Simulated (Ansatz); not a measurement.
The starting structures come from a database of crystals and need not be the phases stable at ambient conditions.

By PBEsol, the system below comes out a metal.

The ballistic (Sharvin) conductance counts the channels at the Fermi level: G/A = (e²/h) × channels of both spins per area.

Input:

```xyz
2
Lattice="4.0303 0.0000 0.0000 0.0000 4.3014 0.0000 0.0000 2.1507 1.2671" Properties=species:S:1:pos:R:3 pbc="T T T"
Cu     3.0227     2.8676     0.0000
Cu     1.0076     1.4338     0.0000
```

Space group of this cell: Cmcm. The cell is strained (lengths across the current scaled by 0.98, ions clamped); by PBEsol its mean pressure is 5.6 GPa.

The current flows along the normal of the first two printed cell vectors. No spin-orbit coupling; the value is a mean over 0.1 eV about the Fermi level.

State the ballistic conductance per area according to PBEsol run with Ansatz (a first-principles code).

1.2 × 10¹⁵ S/m² for both spins.
